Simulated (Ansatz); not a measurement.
Base system: SnO$_{2}$ in the rutile structure (space group P4_2/mnm, No. 136; a = 4.828 Å, c = 3.238 Å). Axes: x, y, z lie along a, b, c of the conventional cell.

Computed with PBE in Ansatz (plane waves to 420 eV, PAW, spin-orbit coupling left out).

Now apply this change: every lattice vector is shortened by 0.92 %, atoms relaxed at fixed cell.

Task: Predict the stress tensor and what it implies for the stiffness.

Result: Stress of the strained cell less that of the base (GPa, compression positive):
```
   4.76    0.00    0.00
   0.00    4.76    0.00
   0.00    0.00    6.20
```

Then B = −ΔP/(ΔV/V₀) with ΔV/V₀ = -0.0273 gives secant stiffness values (nonlinear terms included at this strain): B (at held cell shape, above the free-shape value) ≈ 192 GPa.

As a check, the harmonic strain energy −½ V₀ Δσ:ε is 5.7 meV/atom; the computed energy rise is 5.5 meV/atom.

Whether these cells are dynamically stable was not tested.

Ansatz is an electronic-structure program.
